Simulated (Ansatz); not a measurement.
Consider Ag in the hcp (Mg type) structure (space group P6_3/mmc, No. 194).

```yaml
crystal:
  lattice:
    - [2.90315, 0.00000, 0.00000]
    - [-1.45158, 2.51420, 0.00000]
    - [0.00000, 0.00000, 4.74997]
  atoms:
    - { symbol: Ag, position: [0.33333, 0.66667, 0.25000] }
    - { symbol: Ag, position: [0.66667, 0.33333, 0.75000] }
```

Calculations: Ansatz (an electronic-structure program) r2SCAN, no SOC, earlier PAW set.

Before the change:

| Item | Value |
|---|---|
| Lattice parameter a | 2.903 Å |
| c/a ratio | 1.636 |
| Band gap | zero |

Modification: every Ag is replaced by Nb, then cell and atoms are relaxed.

Tabulated Pauling electronegativity and covalent radius: Ag 1.93, 1.45 Å; Nb 1.60, 1.64 Å.

Task: What does the calculation give for the lattice parameter a after the change?

Result: The lattice parameter a decreases by 0.044 Å, from 2.903 Å to 2.859 Å.

Task: Estimate the effect on the c/a ratio.

Result: The c/a ratio increases by 0.199 to 1.835.

Task: Estimate the effect on the band gap.

Result: The band gap stays zero.

Stability against distortions was not tested. For Nb in this form, whether it has been made was not checked. All final runs are without spin polarisation. This is not the structure that Nb has at room temperature and ambient pressure. This is not the structure that Ag has at room temperature and ambient pressure.
